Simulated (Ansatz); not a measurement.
**A computed series for BC5: response to strain**

Start from BC5 (space group I-4m2, No. 119; a = 2.499 Å, c = 11.370 Å; a cell from a computed database, its experimental status unchecked). Axes: x, y, z lie along a, b, c of the conventional cell.

Strains are applied to the cell and any free atomic positions relax; under biaxial strain the out-of-plane vector relaxes too.

Calculations: DFT with PBEsol, PAW potentials and a 420 eV plane-wave cutoff in Ansatz (a program for electronic structure), spin-orbit coupling left out.

Notes on the quantities. energy relative to the base: free energy F.

```tsv
variant	energy relative to the base	shortest interatomic distance	space group
base	0 meV/atom	1.519 Å	I-4m2 (No. 119)
biaxial strain +4.96 %, plane normal [001], relaxed out of plane	+71 meV/atom	1.563 Å	I-4m2 (No. 119)
isotropic strain −0.87 %	+5.0 meV/atom	1.507 Å	I-4m2 (No. 119)
uniaxial strain ε_yy = −4.99 %	+46 meV/atom	1.478 Å	Imm2 (No. 44)
tensor shear ε_xy = +1.33 %	+4.2 meV/atom	1.520 Å	F222 (No. 22)
```

Without a gap, meshes like the base's 20×20×20 leave anisotropic stresses uncertain by several tenths of a GPa, and small strain energies with them. No phonon test of stability was made. The final runs are not spin-polarised. An odd electron count without spin: BC5.
